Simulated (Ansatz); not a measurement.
Consider PbTe in the rock salt structure (space group Fm-3m, No. 225; a = 6.380 Å).

Method: DFT with LDA, PAW potentials and a 420 eV plane-wave cutoff in Ansatz (a first-principles code), no spin-orbit coupling.

Base values:

| Quantity | Result |
|---|---|
| Band gap | 0.57 eV |
| Hole mass | 0.33 mₑ along k, 0.065 mₑ across (at L) |

One thing is altered: every lattice vector is stretched by 2.50 %; the atoms relax in the strained cell.

Problem. What does the calculation give for the band gap after the change?

Solution. The band gap increases by 0.15 eV, from 0.57 eV to 0.72 eV.

Problem. Predict the new hole mass.

Solution. The hole mass changes from 0.33 mₑ along k, 0.065 mₑ across (at L) to 0.43 mₑ along k, 0.086 mₑ across (at L).

Spin-orbit coupling, missing from the scalar runs, can matter with Pb and Te. Effective masses come from finite differences of ±0.01 Å⁻¹. Along k means along the line from Γ to the band edge. Stability against distortions was not tested.
